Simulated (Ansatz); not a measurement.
Consider TiO2 in the anatase structure (space group I4_1/amd, No. 141).

```xyz
6
Lattice="-1.8889 1.8889 4.7919 1.8889 -1.8889 4.7919 1.8889 1.8889 -4.7919" Properties=species:S:1:pos:R:3 pbc="T T T"
Ti     0.0000     0.0000     4.7919
Ti     1.8889     0.0000     2.3959
O      0.0000     0.0000     2.8055
O      1.8889     0.0000     0.4095
O      1.8889     0.0000     4.3824
O      0.0000     0.0000     6.7783
```

Cartesian axes are those of the cell as printed.

Method: r2SCAN, PAW, 500 eV (Ansatz, a quantum-chemistry and plane-wave program; without spin-orbit coupling).

It is then changed as follows: uniaxial strain ε_xx = +3.72 %, all other strain components held at zero, atoms relaxed at fixed cell.

Q: What happens to the largest internal atomic displacement and energy relative to the base?

A: The largest internal atomic displacement is 0.035 Å; the energy rises by 16 meV/atom.

Whether these cells are dynamically stable was not tested. The final runs are not spin-polarised.
